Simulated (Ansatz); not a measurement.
This Ansatz (a program for electronic structure) input is the reference run, BaZrO₃ in the cubic perovskite structure (space group Pm-3m, No. 221), computed with PBEsol, PAW, 420 eV (Ansatz; scalar-relativistic without spin-orbit coupling), earlier PAW set:

Ansatz 0.2 input:
```yaml
crystal:
  lattice:
    - [4.1806808843, 0, 0]
    - [0, 4.1806808843, 0]
    - [0, 0, 4.1806808843]
  atoms:
    - { symbol: Ba, position: [0, 0, 0] }
    - { symbol: Zr, position: [0.5, 0.5, 0.5] }
    - { symbol: O, position: [0, 0.5, 0.5] }
    - { symbol: O, position: [0.5, 0.5, 0] }
    - { symbol: O, position: [0.5, 0, 0.5] }
basis: { ecutwfc: 420, ecutrho_ratio: 4, xc_grid: 2, fft_grid_basis: typed }
kpoints: { mp_grid: { grid: [8, 8, 8] } }
hamiltonian:
  xc: pbesol
  dispersion: none
  pseudopotentials: { azcp: { folder: ./paw }, kind: paw }
scf: { occupations: { method: fermi_dirac, width: 0.05 }, convergence: { dr2_threshold: 0.0000000005 } }
output: { forces: true, stress: true }
```

### Question
Write the input for this change: a hydrostatic pressure of 3 GPa.

### Answer
Ansatz 0.2 input:
```yaml
crystal:
  lattice:
    - [4.1806808843, 0, 0]
    - [0, 4.1806808843, 0]
    - [0, 0, 4.1806808843]
  atoms:
    - { symbol: Ba, position: [0, 0, 0] }
    - { symbol: Zr, position: [0.5, 0.5, 0.5] }
    - { symbol: O, position: [0, 0.5, 0.5] }
    - { symbol: O, position: [0.5, 0.5, 0] }
    - { symbol: O, position: [0.5, 0, 0.5] }
basis: { ecutwfc: 420, ecutrho_ratio: 4, xc_grid: 2, fft_grid_basis: typed }
kpoints: { mp_grid: { grid: [8, 8, 8] } }
hamiltonian:
  xc: pbesol
  dispersion: none
  pseudopotentials: { azcp: { folder: ./paw }, kind: paw }
scf: { occupations: { method: fermi_dirac, width: 0.05 } }
relax: { f_tol: 0.01, max_steps: 60, cell: { stress_tol: 0.02, p_target: 3.0 } }
output: { forces: true, stress: true }
checkpoint: { write: state.ck, write_every: 1000 }
```
This is the input that was run.

Load acts through the strain it causes; cell and atoms are relaxed under it. No phonon test of stability was made.
